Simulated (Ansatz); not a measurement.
System: Mn₃Si (Fm-3m, No. 225). Method: PBEsol (Ansatz, a program for electronic structure, PAW).

Run with plane-wave cutoff 520 eV, 18×18×18 k mesh, Fermi–Dirac smearing 0.05 eV, spin-polarised start, scalar-relativistic PAW data made under PBE.

Cell (relaxed at this level):

Space group Fm-3m (No. 225); a = b = c = 5.5639 Å, α = β = γ = 90.00°

```
atom  site  symmetry       x       y       z
----  ----  --------  ------  ------  ------
Mn      8c      -43m  0.2500  0.2500  0.2500
Mn      4b      m-3m  0.5000  0.5000  0.5000
Si      4a      m-3m  0.0000  0.0000  0.0000
```
(The calculation used a cell of 4 atoms; values per cell refer to that cell.)

### Question
Give the computed bulk modulus.

### Answer

- bulk modulus = 226 GPa

The run finds no gap.

Note: the magnetic order was assumed, not searched for or taken from measurement; the bulk modulus is −V dP/dV from two relaxed cells at ±2 % in volume; the volume lies 8 % below that of the published cell.

Static lattice: no zero-point or thermal effects.

Computing time: around 5 core-minutes (rough).
